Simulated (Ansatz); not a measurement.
## Zinc-blende CaO (model structure): enthalpy of formation by level of theory

No measured value is used here.

```csv
level (code),value (eV/atom)
LDA (Ansatz),-3.075
PBE (Ansatz),-2.765
PBEsol (Ansatz),-2.818
PBE-D3(BJ) (Ansatz),-2.857
PBE-D4 (Ansatz),-2.854
rVV10 (Ansatz),-2.978
r²SCAN (Ansatz),-2.969
```

PBE-D4: a distance lies near a switch of the dispersion term, which can move the cell. Each level is taken at its own relaxed cell. Ansatz's density-functional and Hartree–Fock values are scalar-relativistic unless marked +SOC, with PAW data made under PBE.

A model structure was made by putting elements into a prototype or built by hand; it is no filed structure, need not be a known phase, and can be a saddle point held by its symmetry.

Ansatz is a quantum-chemistry and plane-wave program.
